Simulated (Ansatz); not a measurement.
Base system: a 16-atom supercell of TaC in the rock salt structure (space group Fm-3m, No. 225; a = 4.476 Å) at its relaxed geometry.

Computed with PBE (Ansatz, a quantum-chemistry and plane-wave program, PAW, no spin-orbit coupling).

Before the change:

The pressure comes out as 0.0 GPa.

Perturbation: a neutral Ta on a C site (antisite), atoms relaxed at fixed cell, starting from a slightly rattled geometry.

Tabulated Pauling electronegativity and covalent radius: C 2.55, 0.76 Å; Ta 1.50, 1.70 Å.

**Question.** How does this affect the largest displacement of a host atom from its site in the perfect cell?

**Answer.** The largest displacement of a host atom from its site in the perfect cell is 0.43 Å.

**Question.** What happens to the pressure?

**Answer.** The pressure goes from zero to 33.9 GPa.

In so small a cell the defect repeats every few ångströms: this is an ordered compound, not a dilute defect. All final runs are without spin polarisation. An odd electron count without spin: Ta9C7 and TaC. The defect cell is not spin-polarised.
